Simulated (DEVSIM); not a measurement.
Structure: Co/TiO2/n-In0.53Ga0.47As capacitor, at 300 K.

| layer (left to right) | material | thickness (nm) | Nd (cm⁻³) |
|---|---|---|---|
| 1 | TiO2 | 3.20 | - |
| 2 | In0.53Ga0.47As | 11000 | 2.6e15 |

Metal gate on the left, work function 5 eV. Fixed charge at the semiconductor interface -2.9e10 cm⁻² (in units of +e); interface traps 1e10 cm⁻² eV⁻¹, uniform in energy, neutral level at 0.5 of the gap above the valence band.

This is a model device: material constants are rounded textbook-type values typed into the input, and sizes, dopings and lifetimes were drawn at random. Values at 300 K.

```tsv
parameter	TiO2	In0.53Ga0.47As
gap (eV)	3.2	0.74
affinity (eV)	3.9	4.51
permittivity	60	13.9
Nc (cm⁻³)	-	2.1e17
Nv (cm⁻³)	-	7.7e18
```

DEVSIM, 1D Poisson equation in equilibrium, Boltzmann statistics, complete ionisation; no quantum confinement or tunnelling. Metal contacts follow the ideal Schottky-Mott rule: no Fermi-level pinning, no interface dipoles.

Question: Tabulate band edges, carrier densities and field at 0.05 V on the gate.

Answer: Energies count from the Fermi level of the right contact; mesh points crowd at the junctions.

| x (μm) | Ec (eV) | Ev (eV) | n (cm⁻³) | p (cm⁻³) | field (V/cm) |
|---|---|---|---|---|---|
| 0.000 | 1.050 | -2.150 | < 1e2 | < 1e2 | -2500 |
| 0.001111 | 1.050 | -2.150 | < 1e2 | < 1e2 | -2500 |
| 0.002354 | 1.049 | -2.151 | < 1e2 | < 1e2 | -2500 |
| 0.003368 | 0.439 | -0.301 | 8.9e9 | 6.8e13 | -14000 |
| 0.006106 | 0.435 | -0.305 | 1.0e10 | 5.8e13 | -14000 |
| 0.01153 | 0.427 | -0.313 | 1.4e10 | 4.3e13 | -14000 |
| 0.02418 | 0.410 | -0.330 | 2.7e10 | 2.2e13 | -14000 |
| 0.06980 | 0.352 | -0.388 | 2.6e11 | 2.3e12 | -12000 |
| 0.1601 | 0.257 | -0.483 | 1.0e13 | 6.0e10 | -8900 |
| 0.3710 | 0.140 | -0.600 | 9.3e14 | 6.4e8 | -2600 |
| 0.8343 | 0.114 | -0.626 | 2.6e15 | 2.3e8 | -18 |
| 2.549 | 0.114 | -0.626 | 2.6e15 | 2.3e8 | ≈ 0 |
| 5.864 | 0.114 | -0.626 | 2.6e15 | 2.3e8 | ≈ 0 |
| 8.801 | 0.114 | -0.626 | 2.6e15 | 2.3e8 | ≈ 0 |
| 10.28 | 0.114 | -0.626 | 2.6e15 | 2.3e8 | ≈ 0 |
| 10.70 | 0.114 | -0.626 | 2.6e15 | 2.3e8 | ≈ 0 |
| 10.87 | 0.114 | -0.626 | 2.6e15 | 2.3e8 | ≈ 0 |
| 10.95 | 0.114 | -0.626 | 2.6e15 | 2.3e8 | ≈ 0 |
| 10.98 | 0.114 | -0.626 | 2.6e15 | 2.3e8 | ≈ 0 |
| 11.00 | 0.114 | -0.626 | 2.6e15 | 2.3e8 | ≈ 0 |
| 11.00 | 0.114 | -0.626 | 2.6e15 | 2.3e8 | ≈ 0 |
| 11.00 | 0.114 | -0.626 | 2.6e15 | 2.3e8 | ≈ 0 |
